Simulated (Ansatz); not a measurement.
Seebeck coefficient (μV/K, mean over directions) of p-type GaP (F-43m) against carrier density, Ansatz (a quantum-chemistry and plane-wave program) with HSE06, rigid bands. Computed gap 2.25 eV; densities at which minority carriers matter at this gap, or further valleys turn the trend, are left out. Conductivity mass 0.41 mₑ (harmonic mean over directions), N_v = 4.1e19 cm⁻³ at 300 K.

```json
[
 {"hole density": "1e16 cm⁻³", "300 K": "929", "500 K": "995"},
 {"hole density": "1e17 cm⁻³", "300 K": "731", "500 K": "796"},
 {"hole density": "1e18 cm⁻³", "300 K": "532", "500 K": "598"},
 {"hole density": "3e18 cm⁻³", "300 K": "___", "500 K": "503"},
 {"hole density": "1e19 cm⁻³", "300 K": "336", "500 K": "400"},
 {"hole density": "3e19 cm⁻³", "300 K": "245", "500 K": "307"},
 {"hole density": "1e20 cm⁻³", "300 K": "153", "500 K": "___"},
 {"hole density": "3e20 cm⁻³", "300 K": "86", "500 K": "130"},
 {"hole density": "1e21 cm⁻³", "300 K": "40", "500 K": "66"}
]
```

Problem. What belongs in the gaps?

Solution. 
- 3e18 cm⁻³, 300 K: 438
- 1e20 cm⁻³, 500 K: 210

Rigid bands with a gap fixed in temperature, one relaxation time for all states, no polarons or phonon drag, and whether or not such doping can be reached. Spin-orbit coupling is left out; where it splits the top of the valence band, N_v and the p-type Seebeck coefficient come out somewhat high without it. Geometry: cell and atoms relaxed with PBEsol.
